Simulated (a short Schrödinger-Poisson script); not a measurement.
Stack: symmetric double-gate stack, SiO2 on p-type Ge(111), at 300 K.

```
layer  material  thickness (nm)  Na (cm⁻³)
-----  --------  --------------  ---------
1          SiO2             1.2          -
2            Ge               6       5e17
3          SiO2             1.2          -
```

The device is made up for the run: typed textbook-type constants, with dimensions and the other settings drawn at random. SiO2: permittivity 3.9, conduction-band edge (eV) 3.1, gap (eV) 9, electron mass (mₑ) 0.5. Ge: permittivity 16, conduction-band edge (eV) 0, gap (eV) 0.664, Nv at 300 K (cm⁻³) 6e18.

Channel valleys (confinement mass, in-plane density-of-states mass, number): L1 1.59, 0.08, 1; L3 0.09, 0.34, 3. At the gates, both at one voltage, the conduction-band edge of layer 1 lies 3.41 eV − eVg above the Fermi level of the channel. Gaps are held at their typed values at every temperature. Mesh 0.03 nm at interfaces.

Solved with a short Schrödinger-Poisson script written for these runs: 1D Poisson equation in equilibrium, electrons quantum, Hartree (BenDaniel-Duke, 12 states a valley, the channel's in-plane mass for all, wave functions ending at the dielectric), parabolic valleys, classical holes, full ionisation, no traps, pinning or gate leakage.

List the lowest subbands of each valley and their electrons at Vg = 1 V.


| valley | subband | energy from the Fermi level (meV) | electrons (cm⁻²) | share (%) |
|---|---|---|---|---|
| L1 | 0 | -112.2 | 3.76e12 | 23.4 |
| L1 | 1 | -109.3 | 3.67e12 | 22.8 |
| L1 | 2 | -62.7 | 2.17e12 | 13.5 |
| L3 | 0 | 13.0 | 5.20e12 | 32.4 |
| L3 | 1 | 338.3 | 2.28e7 | 0.0 |
| L3 | 2 | 914.7 | < 1e6 | 0.0 |

All electrons: 1.61e13 cm⁻². Only the L valleys are kept; under strong confinement the Δ valleys of Ge fill too.
